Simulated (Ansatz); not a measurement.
# Zr, response to strain

Consider Zr in the hcp (Mg type) structure (space group P6_3/mmc, No. 194; relaxed with 0.1 eV smearing).

```yaml
crystal:
  lattice:
    - [3.14377, 0.00000, 0.00000]
    - [-1.57189, 2.72259, 0.00000]
    - [0.00000, 0.00000, 5.09284]
  atoms:
    - { symbol: Zr, position: [0.66667, 0.33333, 0.75000] }
    - { symbol: Zr, position: [0.33333, 0.66667, 0.25000] }
```

Cartesian axes are those of the cell as printed.

Strains are applied to the cell and any free atomic positions relax.

Calculations: LDA (Ansatz, a quantum-chemistry and plane-wave program, PAW, no spin-orbit coupling).

Notes on the quantities. energy relative to the base: free energy F; pressure: mean of the normal stresses, compression positive.

```tsv
case	energy relative to the base	largest internal atomic displacement	pressure	volume per atom
base	0 meV/atom	–	0.0 GPa	21.80 Å³
uniaxial strain ε_xx = −3.00 %	+7.3 meV/atom	0.097 Å	2.8 GPa	21.14 Å³
uniaxial strain ε_xx = −2.50 %	+5.2 meV/atom	0.073 Å	2.4 GPa	21.25 Å³
uniaxial strain ε_xx = −1.50 %	+1.9 meV/atom	0.039 Å	1.5 GPa	21.47 Å³
uniaxial strain ε_xx = +0.50 %	+0.2 meV/atom	–	-0.5 GPa	21.90 Å³
uniaxial strain ε_xx = +1.00 %	+0.9 meV/atom	0.017 Å	-1.0 GPa	22.01 Å³
uniaxial strain ε_xx = +1.50 %	+2.0 meV/atom	0.024 Å	-1.5 GPa	22.12 Å³
uniaxial strain ε_xx = +2.00 %	+3.5 meV/atom	0.031 Å	-2.0 GPa	22.23 Å³
uniaxial strain ε_xx = +2.50 %	+5.5 meV/atom	0.036 Å	-2.4 GPa	22.34 Å³
uniaxial strain ε_xx = +3.00 %	+7.8 meV/atom	0.042 Å	-2.9 GPa	22.45 Å³
```

No phonon test of stability was made. All final runs are without spin polarisation.
